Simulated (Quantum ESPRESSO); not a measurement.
Worked example: self-consistent single point of LiPb (R-3m, 2 atoms in the cell) in Quantum ESPRESSO.

Method: LDA (PZ), PSlibrary ultrasoft (LDA) pseudopotentials (plane waves; Quantum ESPRESSO).

```
LiPb
1.0
    2.48677    -1.43574     2.05710
    0.00000     2.87147     2.05710
   -2.48677    -1.43574     2.05710
Pb Li
1 1
Direct
  0.00000   0.00000   0.00000
  0.50000   0.50000   0.50000
```

Reference input (self-consistent single point, DFT, LDA (PZ), plane waves, GBRV 1.5 ultrasoft (LDA) pseudopotentials): ecutwfc = 40 Ry; ecutrho = 200 Ry; occupations = smearing; smearing = marzari-vanderbilt; degauss = 0.0036749 Ry; potentials = {Pb: pb_lda_v1.uspp.F.UPF, Li: li_lda_v1.4.uspp.F.UPF}; K_POINTS = automatic 6 6 6 0 0 0; conv_thr = 1e-10 Ry; mixing_beta = 0.7. This run's input differs from it in these lines:

```diff
@@ -14,4 +14,4 @@
   ntyp = 2
-  ecutwfc = 40
-  ecutrho = 200
+  ecutwfc = 115
+  ecutrho = 690
   occupations = 'smearing'
@@ -25,4 +25,4 @@
 ATOMIC_SPECIES
-Pb   207.2000  pb_lda_v1.uspp.F.UPF
-Li     6.9400  li_lda_v1.4.uspp.F.UPF
+Pb   207.2000  Pb.pz-dn-rrkjus_psl.1.0.0.UPF
+Li     6.9400  Li.pz-s-rrkjus_psl.1.0.0.UPF
 ATOMIC_POSITIONS {crystal}
```

The program printed (abridged):

```
     Self-consistent Calculation

     iteration #  1     ecut=   115.00 Ry     beta= 0.70

     Threshold (ethr) on eigenvalues was too large:
     Diagonalizing with lowered threshold

     total energy              =    -150.01926173 Ry
     estimated scf accuracy    <       0.00923038 Ry

     iteration #  2     ecut=   115.00 Ry     beta= 0.70

     total energy              =    -150.02190007 Ry
     estimated scf accuracy    <       0.00130257 Ry

     iteration #  3     ecut=   115.00 Ry     beta= 0.70

     total energy              =    -150.02213365 Ry
     estimated scf accuracy    <       0.00002378 Ry

   [... 4 blocks of this kind left out ...]

     iteration #  8     ecut=   115.00 Ry     beta= 0.70

     total energy              =    -150.02213940 Ry
     estimated scf accuracy    <          1.0E-10 Ry

     iteration #  9     ecut=   115.00 Ry     beta= 0.70
     End of self-consistent calculation

     the Fermi energy is     8.3522 ev

!    total energy              =    -150.02213940 Ry
     estimated scf accuracy    <          2.4E-11 Ry
     smearing contrib. (-TS)   =      -0.00008224 Ry
     internal energy E=F+TS    =    -150.02205715 Ry

     convergence has been achieved in   9 iterations

     Forces acting on atoms (cartesian axes, Ry/au):

     atom    1 type  1   force =     0.00000000    0.00000000    0.00000000
     atom    2 type  2   force =     0.00000000    0.00000000    0.00000000

     Total force =     0.000000     Total SCF correction =     0.000000

          total   stress  (Ry/bohr**3)                   (kbar)     P=      -25.09
  -0.00016217   0.00000000   0.00000000          -23.86        0.00        0.00
   0.00000000  -0.00016217  -0.00000000            0.00      -23.86       -0.00
   0.00000000  -0.00000000  -0.00018744            0.00       -0.00      -27.57

   JOB DONE.
```

The run converged in 9 iterations. Against the reference run the pressure moves little (-2.57 to -2.51 GPa).

The starting cell comes from a database of published, mostly measured structures (it also holds non-ambient and calculated ones), without a prior relaxation at this level. Its lattice was rescaled by a random factor within 2.5 % of one.

Cost on one core of a shared machine: roughly 40 s.
